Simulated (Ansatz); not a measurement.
```xyz
2
Lattice="3.1783 0.0191 0.0000 0.0191 3.1783 0.0000 0.0000 0.0000 3.1783" Properties=species:S:1:pos:R:3 pbc="T T T"
Ta     0.0000     0.0000     0.0000
As     1.5987     1.5987     1.5892
```

No spin polarisation.

All numbers come from PBEsol (Ansatz, a quantum-chemistry and plane-wave program; PAW; 420 eV plane waves; no spin-orbit coupling). k-mesh 18×18×18 (Γ-centred); smearing 0.1 eV (Fermi–Dirac).

Question: Predict the band gap and stress.

Answer: The band gap is zero and the stress (xx, yy, zz, yz, xz, xy; compression positive) is (0.0, 0.0, 0.0, 0.0, 0.0, -1.5) GPa.

The cells carry an imposed strain or load. Whether these cells are dynamically stable was not tested. The final runs are not spin-polarised. The cell was made from TaAs in the CsCl type structure (space group Pm-3m, No. 221; a hypothetical phase, not in the database extracts checked) by this change: tensor shear ε_xy = +0.60 %.
